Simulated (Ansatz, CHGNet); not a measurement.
# Fluorite CoSi2, equilibrium lattice constant a

Reference value: 5.365 Å (measured, room temperature, not corrected to a static lattice; as tabulated in Hegde and Bowen (2014), arXiv:1405.1317).

```json
[
 {"level (code)": "CHGNet-r²SCAN", "value (Å)": "5.317", "difference (%)": "-0.89"},
 {"level (code)": "LDA (Ansatz)", "value (Å)": "5.274", "difference (%)": "-1.70"},
 {"level (code)": "PBE (Ansatz)", "value (Å)": "5.360", "difference (%)": "-0.09"},
 {"level (code)": "PBEsol (Ansatz)", "value (Å)": "5.312", "difference (%)": "-0.99"},
 {"level (code)": "PBE-D4 (Ansatz)", "value (Å)": "5.307", "difference (%)": "-1.08"},
 {"level (code)": "rVV10 (Ansatz)", "value (Å)": "5.384", "difference (%)": "+0.35"},
 {"level (code)": "r²SCAN (Ansatz)", "value (Å)": "5.315", "difference (%)": "-0.93"},
 {"level (code)": "r²SCAN-D4 (Ansatz)", "value (Å)": "5.299", "difference (%)": "-1.23"},
 {"level (code)": "r²SCAN+rVV10 (Ansatz)", "value (Å)": "5.307", "difference (%)": "-1.08"},
 {"level (code)": "B3LYP (VWN-RPA form) (Ansatz)", "value (Å)": "5.358", "difference (%)": "-0.13"},
 {"level (code)": "r²SCAN0 (Ansatz)", "value (Å)": "5.268", "difference (%)": "-1.81"},
 {"level (code)": "Hartree–Fock (Ansatz)", "value (Å)": "5.330", "difference (%)": "-0.65"}
]
```

The reference is not for a static lattice or low temperature, so close values are not ranked against it. Off by more than 1.25 %, or 1.75 % on the side where a correction would as a rule narrow the miss (bounds picked here): r²SCAN0 (-1.81 %).

The measured value isn't corrected to a static lattice, so vibrations enter the comparison. A static lattice is as a rule a little smaller than the measured one. The crystal itself was run without spin with LDA, PBE, PBEsol, PBE-D4, rVV10, r²SCAN, r²SCAN-D4, r²SCAN+rVV10, B3LYP (VWN-RPA form), r²SCAN0, Hartree–Fock; a magnetic state was not tried in these runs. B3LYP (VWN-RPA form), r²SCAN0, Hartree–Fock: the run has no spin polarisation, so it can have missed a magnetic state. Cutoffs and k meshes differ between the levels. Ansatz's density-functional and Hartree–Fock values are scalar-relativistic unless marked +SOC, with PAW data made under PBE.

Machine-learned potentials (CHGNet-r²SCAN) are trained on DFT data: a solid inside that data is no test of them.

Differences are worked out from the printed values.

Ansatz is a quantum-chemistry and plane-wave program.
